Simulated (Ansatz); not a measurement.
Several settings converged on Sn₂Ir (Fm-3m, 3 atoms in the cell)

```yaml
crystal:
  lattice:
    - [0.00000, 3.19308, 3.19308]
    - [3.19308, 0.00000, 3.19308]
    - [3.19308, 3.19308, 0.00000]
  atoms:
    - { symbol: Sn, position: [0.75000, 0.75000, 0.75000] }
    - { symbol: Sn, position: [0.25000, 0.25000, 0.25000] }
    - { symbol: Ir, position: [0.00000, 0.00000, 0.00000] }
```

Base method: LDA (PW92), default PAW files made with PBE (plane waves; Ansatz, a program for electronic structure).

Base settings: basis.ecutwfc = 30.9 Ry; kpoints.mp_grid.grid = 9 9 9; hamiltonian.xc = lda; hamiltonian.pseudopotentials = {kind: paw} (the program's default PAW files); scf.occupations.method = gaussian; scf.occupations.width = 0.0073 Ry.

**Zone-centre phonons against the cutoff**

In this ladder: phonons.method = dfpt.

The mesh stays at the base's, so the ladder's end is converged at best in this setting alone.

Frequencies are those of the unrelaxed cell, without the LO-TO term of polar crystals.

Only quantities that move along the ladder and can be compared are tabulated.

```tsv
basis.ecutwfc	highest zone-centre frequency (cm⁻¹)	lowest optical frequency (cm⁻¹)
15.4 Ry	135.1	81.6
18.4 Ry	143.4	120.6
21.7 Ry	146.8	136.7
26.1 Ry	144.9	133.9
30.9 Ry	144.8	133.3
37.1 Ry	144.7	133.2
46.3 Ry	144.7	133.2
```

Coarsest basis.ecutwfc that holds the lowest optical frequency within 10 cm⁻¹ of the last step, with all finer ones: 21.7 Ry; the step before is off by 13 cm⁻¹.

Coarsest basis.ecutwfc that holds the highest zone-centre frequency within 1 cm⁻¹ of the last step, with all finer ones: 26.1 Ry; the step before is off by 2.1 cm⁻¹.

**Zone-centre phonons against the mesh**

In this ladder: phonons.method = dfpt.

Frequencies are those of the unrelaxed cell, without the LO-TO term of polar crystals.

Only quantities that move along the ladder and can be compared are tabulated.

```csv
kpoints.mp_grid.grid,highest zone-centre frequency (cm⁻¹),lowest optical frequency (cm⁻¹)
3 3 3,121.1,100.9
4 4 4,128.6,60.1
5 5 5,150.3,133.1
6 6 6,129.9,110.6
7 7 7,150.6,133.2
11 11 11,132.5,132.5
13 13 13,133.1,133.0
16 16 16,132.7,131.7
20 20 20,132.8,132.3
```

Coarsest kpoints.mp_grid.grid that holds the lowest optical frequency within 2 cm⁻¹ of the last step, with all finer ones: 7 7 7; the step before is off by 22 cm⁻¹.

Coarsest kpoints.mp_grid.grid that holds the highest zone-centre frequency within 2 cm⁻¹ of the last step, with all finer ones: 11 11 11; the step before is off by 18 cm⁻¹.

On the base run: the starting cell comes from a database of computed structures (which also holds hypothetical and non-ambient phases and stackings), without a prior relaxation at this level. Its lattice was rescaled by up to half a per cent. Spin polarisation is off. In the base run, with a pressure of about -5 GPa the cell is away from its equilibrium volume at this level.

Keys are those of Ansatz 0.2.
